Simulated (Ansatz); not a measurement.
Gap of a one-dimensional CsPbBr3 body, 10 atoms a period at several levels, all on one geometry.

```xyz
10
Lattice="20.0000 0.0000 0.0000 0.0000 16.5000 0.0000 0.0000 0.0000 7.7567" Properties=species:S:1:pos:R:3 pbc="T T T"
Pb     9.9438     8.1855    -0.2912
Br    12.3481     7.8766     1.6465
Br     9.3019    10.5239     1.6471
Br     8.4099     6.4168     1.7523
Cs    12.6105    11.2540     1.0629
Pb    10.0562     8.3145     3.5872
Br    11.5901    10.0832     5.6306
Br     7.6519     8.6234     5.5248
Br    10.6981     5.9761     5.5255
Cs     7.3895     5.2460     4.9412
```

Levels: PBE (plane waves to 420 eV, PAW; Ansatz, an electronic-structure program); PBE with spin-orbit coupling (Ansatz); r2SCAN (plane waves to 500 eV, PAW; Ansatz). Unmarked values and the geometry are of the first. Mesh 1×1×6. No spin polarisation. Isolated but for its images some 11 Å away. A hypothetical model. Symmetry and one short period hold its shape; lower forms weren't sought. Pairing along the axis, which can open a gap, is among the distortions not tried. Values not marked SOC lack spin–orbit coupling. On relaxing, bonds broke or formed, so the name tells the start alone.

| level | gap (eV) |
|---|---|
| PBE | 3.50 |
| PBE+SOC | ? |
| r2SCAN | 4.00 |

Question: Some entries are withheld; supply them.

Answer: 
- PBE+SOC, gap (eV): 3.01
